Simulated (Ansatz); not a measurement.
The starting structures come from a database of crystals and need not be the phases stable at ambient conditions.

Where the default PAW files enter, the runs use the earlier of Ansatz's two default sets.

By PBEsol, the system below comes out a metal.

Here is the system:

```
Nb2N
1.0
    3.15742     0.00000     0.00000
   -1.57871     2.73441     0.00000
    0.00000     0.00000     4.85669
Nb N
2 1
Cartesian
  1.57871   0.91147   1.22593
  0.00000   1.82294   3.63076
  0.00000   0.00000   2.42835
```

Space group of this cell: P-3m1, anti-CdI2 type. The cell is taken as given; by PBEsol its mean pressure is -10.3 GPa.

The current flows along the normal of the first two printed cell vectors, the (001) plane of the conventional cell. No spin-orbit coupling; the value is a mean over 0.1 eV about the Fermi level.

**Question.** Estimate the ballistic conductance per area that PBEsol in Ansatz (a program for electronic structure) returns for this system.

**Answer.** 0.74 × 10¹⁵ S/m² for both spins.
